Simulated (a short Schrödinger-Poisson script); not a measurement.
Structure: MOS inversion layer, Al2O3 on p-type Si(111), at 300 K.

From the gate side: 6.3 nm Al2O3; 190 nm Si, acceptors 5e18 cm⁻³.

Constants are typed, rounded textbook-type inputs, not results; the design itself was drawn at random and stands for no fabricated device. Al2O3: permittivity 9, conduction-band edge (eV) 2.7, gap (eV) 6.8, electron mass (mₑ) 0.3. Si: permittivity 11.7, conduction-band edge (eV) 0, gap (eV) 1.124, Nv at 300 K (cm⁻³) 3.1e19.

Channel valleys (confinement mass, in-plane density-of-states mass, number): Δ6 0.258, 0.358, 6. At the gate the conduction-band edge of layer 1 lies 2.75 eV − eVg above the Fermi level of the channel; the field vanishes at the back. Gaps are held at their typed values at every temperature. Mesh 0.03 nm at interfaces.

Solved with a short Schrödinger-Poisson script written for these runs: 1D Poisson equation in equilibrium, electrons quantum, Hartree (BenDaniel-Duke, 12 states a valley, the channel's in-plane mass for all, wave functions free to enter the dielectric), parabolic valleys, classical holes, full ionisation, no traps, pinning or gate leakage.

```csv
Vg (V),electrons (cm⁻²),C (μF/cm²),Δ6 E0 (meV from the Fermi level)
1.2,7.87e9,0.429,206.5
1.3,7.09e10,0.544,149.7
1.4,3.33e11,0.787,109.5
1.5,7.97e11,0.933,86.7
1.6,1.36e12,1.00,72.5
1.7,1.98e12,1.04,62.6
1.8,2.62e12,1.06,54.9
1.9,3.28e12,1.08,48.8
2,3.95e12,1.09,43.6
2.1,4.63e12,1.10,39.1
2.2,5.31e12,1.11,35.1
2.3,6.00e12,1.11,31.5
2.4,6.70e12,1.12,28.3
2.5,7.40e12,1.12,25.3
```

Gate voltages with under 1e9 electrons/cm² are left out.

Task: At Vg = 2.5 V the lowest Δ6 subband lies at 25.3 meV from the Fermi level. How many electrons does it hold, and what share of all?

Result: The two-dimensional density of states is g m/(πħ²) = 8.97e11 cm⁻² meV⁻¹ (both spins), kT = 25.9 meV, so n = D kT ln(1 + exp(−E/kT)) = 7.40e12 cm⁻², 1.00 of the 7.40e12 cm⁻² in all.

Task: Compare the slope of the sheet density between 2.3 and 2.5 V with the geometric capacitance of the layers between gate and channel.

Result: q Δn/ΔV = 1.12 μF/cm²; ε0/Σ(t/ε) = 1.26 μF/cm². The ratio is 0.89: the channel acts as a further capacitance in series.
